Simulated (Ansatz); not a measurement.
FeGe in the rock salt structure (space group Fm-3m, No. 225; ferromagnetic; a hypothetical phase, not in the database extracts checked)

```
CELL_PARAMETERS angstrom
      0.00000     2.39806     2.39806
      2.39806     0.00000     2.39806
      2.39806     2.39806     0.00000
ATOMIC_POSITIONS crystal
  Ge 0.00000 0.00000 0.00000
  Fe 0.50000 0.50000 0.50000
```

Calculations: PBEsol (Ansatz, an electronic-structure program), spin-orbit coupling left out. k-mesh 17×17×17 (Γ-centred); smearing 0.05 eV (Fermi–Dirac).

```json
{
 "volume_per_atom": "13.79 Å³",
 "density": "7.74 g/cm³",
 "band_gap": "zero",
 "magnetic_state": "ferromagnetic",
 "total_energy": "-4350.829 eV/atom (σ→0; compares only within this code and set-up)"
}
```

The magnetic state is the one reached from the starting moments; the real material's order can differ, and small cells can't hold many antiferromagnetic ones. No phonon test of stability was made.
